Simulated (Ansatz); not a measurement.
**Input and output of a self-consistent single point for Cd3Pt (I4mm, 4 atoms in the cell) (Ansatz, a program for electronic structure)**

Method of the run: LDA (PW92), default PAW files made with PBE (plane waves; Ansatz).

Input:

Ansatz 0.2 input:
```yaml
crystal:
  lattice:
    - [-2.08638000, 2.08638000, 4.33725800]
    - [2.08638000, -2.08638000, 4.33725800]
    - [2.08638000, 2.08638000, -4.33725800]
  atoms:
    - { symbol: Cd, position: [0.75000000, 0.25000000, 0.50000000] }
    - { symbol: Cd, position: [0.25000000, 0.75000000, 0.50000000] }
    - { symbol: Cd, position: [0.50576400, 0.50576400, 0.00000000] }
    - { symbol: Pt, position: [0.00000000, 0.00000000, 0.00000000] }
basis:
  ecutwfc: 30.9 Ry
kpoints:
  mp_grid:
    grid: [11, 11, 11]
hamiltonian:
  xc: lda
  pseudopotentials:
    kind: paw
scf:
  occupations:
    method: fermi_dirac
    width: 0.0073 Ry
output:
  forces: true
  eigenvalues: true
  stress: true
```

Output (repeated stretches shortened):

```
WARN ansatz: RAYON_NUM_THREADS=1 ignored (pool sized by the plan → 1); use --threads N
Pseudopotentials: kind: paw
Pseudopotential: Cd, paw, valence charge 20
Pseudopotential: Pt, paw, valence charge 18
Crystal: 4 atoms, lattice volume = 75.520 Å³
Basis set: ecut = 420.4159175005146 eV, 1467 PW (Γ)
Bands: 47, of which v1, the nominal top of the filled ones, is band 39 counted from 1 (38 counted from 0)
Symmetry: 8 space group operations
Space group: I4mm (ITA 107), of the structure as read, at distance tolerance 4.2e-5 Å
k-points: 126 of 1331 (time reversal used)
PAW frozen core: Cd, regenerated for the run's functional, and the local potential with it
PAW frozen core: Pt, regenerated for the run's functional, and the local potential with it
Initial density: superposition of atomic densities (neutral atoms: chi_scale 0, normalization atom), corrected by the library's trained network
Initial wavefunctions: pseudopotential atomic-orbital guess
Eigensolver: davidson
Functional: x = slater, c = lda
SCF iter   1: F=—  HF=-36599.430416 eV  |F-HF|=—  |Δ(HF+E_count)|=         —  Δρ=1.18e-2  dr2=1.19e-1  ethr=1.77e-3  ⟨swp⟩=6.2  Hψ=20139  notcnv=0  defer=68
all-band conjugate gradients solve this SCF's bands
preconditioner: auto → Kerker (q_TF=auto, 2.743 Å⁻¹)
SCF iter   2: F=—  HF=-36599.404861 eV  |F-HF|=—  |Δ(HF+E_count)|=   2.56e-2  Δρ=3.99e-3  dr2=8.78e-3  ethr=1.52e-4  ⟨swp⟩=2.7  Hψ=9500  notcnv=0  defer=83
SCF iter   3: F=—  HF=-36599.402960 eV  |F-HF|=—  |Δ(HF+E_count)|=   1.90e-3  Δρ=1.58e-3  dr2=1.45e-3  ethr=1.13e-5  ⟨swp⟩=2.7  Hψ=8286  notcnv=0  defer=83
SCF iter   4: F=—  HF=-36599.402639 eV  |F-HF|=—  |Δ(HF+E_count)|=   3.21e-4  Δρ=3.54e-4  dr2=1.37e-4  ethr=1.87e-6  ⟨swp⟩=2.0  Hψ=8556  notcnv=0  defer=83
SCF iter   5: F=—  HF=-36599.402593 eV  |F-HF|=—  |Δ(HF+E_count)|=   4.62e-5  Δρ=1.36e-4  dr2=3.19e-5  ethr=1.76e-7  ⟨swp⟩=2.2  Hψ=9162  notcnv=0  defer=83
SCF iter   6: F=—  HF=-36599.402626 eV  |F-HF|=—  |Δ(HF+E_count)|=   3.37e-5  Δρ=3.92e-5  dr2=1.25e-6  ethr=4.09e-8  ⟨swp⟩=2.1  Hψ=8037  notcnv=0  defer=83
SCF iter   7: F=—  HF=-36599.402626 eV  |F-HF|=—  |Δ(HF+E_count)|=   3.28e-7  Δρ=1.10e-5  dr2=1.31e-7  ethr=1.61e-9  ⟨swp⟩=2.1  Hψ=8970  notcnv=0  defer=84
SCF iter   8: F=-36599.402626 eV  HF=-36599.402626 eV  |F-HF|=8.47e-9  |Δ(HF+E_count)|=   3.55e-8  Δρ=3.19e-6  dr2=1.10e-8  ethr=1.28e-10  ⟨swp⟩=8.3  Hψ=21765  notcnv=0
SCF 1 converged in 8 iterations: F = -36599.402626 eV  dr2 = 1.10e-8
SCF converged after 8 iterations
Free energy (F): -36599.402626 eV
Harris-Foulkes:  -36599.402626 eV  (|F-HF|=8.47e-9)
Internal energy: -36599.363780 eV  (E = F + TS)
E sigma→0 (E₀):  -36599.383203 eV
Entropy (-TS):   -0.038846 eV (-9.711 meV/atom)
Fermi energy:    16.715698 eV
--- Per-component energies (eV) ---
  E_band       = -1280.074007
  E_kinetic    = 2153.240058
  E_local      = -9900.451903  (includes V_loc(G=0)·N_el)
  E_nonlocal   = 326.905841
  E_hartree    = 4511.296905
  E_xc         = -788.175887
  E_vxc        = -968.515119  (∫ρ·V_xc dr)
  E_paw        = -21016.605834  (= ΣΔE_a)
  E_vpaw       = -1913.853226  (= ΣTr[D̂ρ^β])
  E_aug_tail   = 0.000222  (compensation charges beyond the density's cutoff)
  E_ewald      = -11888.336758
  E_core_change = 2.763576  (= ΣΔE_core)
  E_smearing   = -0.038846  (= −TS)
  E_closure    = 0.000000  (closes the sum)
  Σ components = -36599.402626   (vs F -36599.402626, Δ=0.00e0)
--- Forces (eV/Å), atoms counted from 1 ---
  atom   1  Cd     0.00000000    -0.00000000     0.11573695
  atom   2  Cd    -0.00000000     0.00000000     0.11573695
  atom   3  Cd    -0.00000000    -0.00000000    -0.19700250
  atom   4  Pt     0.00000000    -0.00000000    -0.03446736
  max |Σ_I F_I| component: 4.04e-6 eV/Å
--- Stress (GPa, compression-positive) ---
       -8.669917       0.000000       0.000000
        0.000000      -8.669917       0.000000
        0.000000      -0.000000      -8.742728
  P = ⅓ Tr σ = -8.6942 GPa (-86.942 kbar)
  The stress holds the Pulay correction. Without it, at fixed plane waves, as pw.x and ABINIT print it: P = -8.7257 GPa
--- Band table (eV; the first three rows and the last of 126) ---
  k-point 0: bands = ["-85.8628", "-85.8579", "-85.8017", "-81.2663", "-47.0275", "-47.0275", "-47.0048", "-46.9903", "-46.9903", "-46.9551", "-46.9505", "-46.9053", "-46.9053", "-35.3937", "-35.3862", "-35.3862", "6.9754", "7.0773", "7.2446", [...]
  k-point 1: bands = ["-85.8626", "-85.8581", "-85.8017", "-81.2663", "-47.0287", "-47.0243", "-47.0033", "-46.9934", "-46.9900", "-46.9558", "-46.9510", "-46.9054", "-46.9049", "-35.3937", "-35.3863", "-35.3862", "7.0211", "7.1470", "7.2924", [...]
  k-point 2: bands = ["-85.8621", "-85.8586", "-85.8018", "-81.2663", "-47.0313", "-47.0157", "-47.0021", "-46.9993", "-46.9891", "-46.9577", "-46.9523", "-46.9056", "-46.9040", "-35.3937", "-35.3867", "-35.3864", "7.1019", "7.3484", "7.4110", [...]
  k-point 125: bands = ["-85.8626", "-85.8580", "-85.8018", "-81.2663", "-47.0279", "-47.0279", "-46.9961", "-46.9902", "-46.9883", "-46.9615", "-46.9551", "-46.9050", "-46.9049", "-35.3939", "-35.3862", "-35.3861", "6.9206", "7.0822", "7.1071", [...]
```

The run converged in 8 iterations.

The starting cell comes from a database of computed structures (which also holds hypothetical and non-ambient phases and stackings), without a prior relaxation at this level. Its lattice was rescaled by up to half a per cent. One atom was moved a little off its site on purpose. Spin-orbit coupling is off. Spin polarisation is off. With a pressure of about -9 GPa the cell is away from its equilibrium volume at this level. Ansatz's pressure includes its estimate of the finite-basis (Pulay) stress.
